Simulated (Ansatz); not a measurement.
**How far PBE and r2SCAN part for Ir**

The parent structure is Ir in the fcc (Cu type) structure (space group Fm-3m, No. 225; a = 3.871 Å).

(Cell as relaxed with PBE.)

Levels (all Ansatz, a first-principles code, PAW, earlier PAW set): PBE (420 eV, spin-orbit coupling left out); r2SCAN (500 eV, spin-orbit coupling left out).

Each level relaxes its own structure.

```json
[
 {"quantity": "volume per atom", "PBE": "14.50 Å³", "r2SCAN": "14.21 Å³"},
 {"quantity": "lattice parameter a", "PBE": "3.871 Å", "r2SCAN": "3.845 Å"},
 {"quantity": "band gap", "PBE": "zero", "r2SCAN": "zero"}
]
```

PBE's volume per atom lies 0.285 Å³ above r2SCAN's (2.0 %); PBE's lattice parameter a lies 0.0255 Å above r2SCAN's (0.7 %); the two agree on the band gap. Neither level is exact; r2SCAN is the comparison here, not a measurement.

Stability against distortions was not tested. All final runs are without spin polarisation.
